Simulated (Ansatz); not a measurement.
## Response to strain in BP

Start from BP in the zinc blende structure (space group F-43m, No. 216; a = 4.537 Å). Axes: x, y, z lie along the cube axes.

Strains are applied to the cell and any free atomic positions relax.

Method: r2SCAN/PAW in Ansatz (a program for electronic structure), no SOC.

Notes on the quantities. energy relative to the base: free energy F.

| case | energy relative to the base | pressure | shortest interatomic distance |
|---|---|---|---|
| base | 0 meV/atom | -0.01 GPa | 1.964 Å |
| isotropic strain −4.73 % | +142 meV/atom | 32.24 GPa | 1.871 Å |
| isotropic strain +2.52 % | (withheld) | (withheld) | 2.014 Å |
| uniaxial strain ε_xx = −2.66 % | +9.5 meV/atom | 4.79 GPa | 1.947 Å |
| uniaxial strain ε_xx = −0.44 % | +0.3 meV/atom | 0.75 GPa | 1.962 Å |
| tensor shear ε_xy = −1.46 % | +6.1 meV/atom | 0.11 GPa | 1.951 Å |

Task: Complete the table.

Result: 
- isotropic strain +2.52 %, energy relative to the base: +33 meV/atom
- isotropic strain +2.52 %, pressure: -10.98 GPa

Whether these cells are dynamically stable was not tested.
